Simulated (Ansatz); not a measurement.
Mg2Si (Fm-3m), Ansatz (a program for electronic structure) with HSE06, rigid bands: N_c = 1.13e19 cm⁻³ at 300 K and an electron conductivity mass of 0.273 mₑ.

Task: For 1e17 electrons per cm³ at 300 K, place the Fermi level, estimate the Seebeck coefficient of a parabolic band with constant τ, and give mobility and conductivity for τ = 50 fs.

Result: The level lies k_BT ln(N_c/n) = 0.122 eV below the conduction-band minimum. S ≈ −(k_B/e)[ln(N_c/n) + 5/2] = -623 μV/K, against -623 μV/K from the full bands (mean over directions). μ = eτ/m = 322 cm²/(V·s) and σ = neμ = 5.16 S/cm. τ is assumed, not computed.

Band transport and this doping are assumed; polarons and phonon drag are left out. Spin-orbit coupling is left out. Geometry: cell and atoms relaxed with PBEsol.
